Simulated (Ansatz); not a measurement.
The structure below was relaxed with plane-wave PAW DFT at the PBE-D3(BJ) level (Ansatz, an electronic-structure program, 420 eV), no spin-orbit coupling, earlier PAW set.

```xyz
3
Lattice="3.5049 0.0000 0.0000 -1.7524 3.0353 0.0000 0.0000 0.0000 5.3675" Properties=species:S:1:pos:R:3 pbc="T T T"
Zr     0.0000     0.0000     0.0000
Pt     0.0000     2.0235     1.7530
Pt     1.7524     1.0118     3.6145
```

### Question
Find the space group and the Wyckoff positions.

### Answer
Space group P-3m1 (No. 164); a = b = 3.5049 Å, c = 5.3675 Å, α = β = 90.00°, γ = 120.00°

```json
[
 {"atom": "Zr", "site": "1a", "symmetry": "-3m.", "x": "0.0000", "y": "0.0000", "z": "0.0000"},
 {"atom": "Pt", "site": "2d", "symmetry": "3m.", "x": "0.3333", "y": "0.6667", "z": "0.3266"}
]
```

No phonon test of stability was made. All final runs are without spin polarisation. The cell was made from ZrSe2 by this change: Se → Pt; the result is a hypothetical phase, not in the database extracts checked.
